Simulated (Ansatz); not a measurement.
The parent structure is CdTe in the zinc blende structure (space group F-43m, No. 216; a = 6.4892 Å).

Levels (all Ansatz, a program for electronic structure, PAW): PBEsol (420 eV, without spin-orbit coupling); PBEsol+SOC (420 eV, spin-orbit coupling included).

The geometry is relaxed with PBEsol.

- PBEsol band gap = 0.65 eV
- PBEsol valence-band top at Γ = 0.00, 0.00, 0.00 eV
- PBEsol electron mass = 0.055 mₑ (at Γ)

Q: What does PBEsol+SOC give at this geometry for the band gap, valence-band top at Γ and electron mass?

A: The band gap decreases by 0.27 eV (0.65 eV → 0.38 eV); the valence-band top at Γ (three highest Kramers pairs, from the VBM) goes from 0.00, 0.00, 0.00 eV to 0.00, 0.00, -0.87 eV; the electron mass becomes 0.041 mₑ (at Γ) (PBEsol: 0.055 mₑ (at Γ)). The threefold valence maximum splits by Δso ≈ 0.87 eV.

Single points use the geometry relaxed with PBEsol. The spin-orbit shifts are approximate. Spin-orbit coupling, missing from the scalar runs, can matter with Te. Effective masses come from finite differences of ±0.01 Å⁻¹. Stability against distortions was not tested.
